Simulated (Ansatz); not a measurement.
The reference is SiC in the wurtzite structure (space group P6_3mc, No. 186; a = 3.092 Å, c = 5.074 Å).

Method: PBE (Ansatz, a quantum-chemistry and plane-wave program, PAW, no SOC).

Before the change:

Electron mass: 0.27 mₑ along c, 0.44 mₑ across (at K)
Pressure: 0.00 GPa
Band gap: 2.31 eV
Valence-band top at Γ: 0.00, 0.00, -0.11 eV

Modification: every lattice vector is shortened by 2.40 %, atoms relaxed at fixed cell.

Problem. Estimate the effect on the electron mass.

Solution. The electron mass changes from 0.27 mₑ along c, 0.44 mₑ across (at K) to 0.26 mₑ along c, 0.42 mₑ across (at K).

Problem. Predict the new energy relative to the base.

Solution. The energy goes up by 39 meV/atom.

Problem. How does this affect the pressure?

Solution. The pressure (mean of the normal stresses, compression positive) goes from zero to 17.93 GPa.

Problem. What does the calculation give for the band gap after the change?

Solution. The band gap drops by 0.14 eV to 2.17 eV.

Problem. What does the calculation give for the valence-band top at Γ after the change?

Solution. The valence-band top at Γ (three highest levels, from the VBM) changes from 0.00, 0.00, -0.11 eV to 0.00, 0.00, -0.12 eV.

The cells carry an imposed strain or load. Effective masses come from finite differences of ±0.01 Å⁻¹. Stability against distortions was not tested.
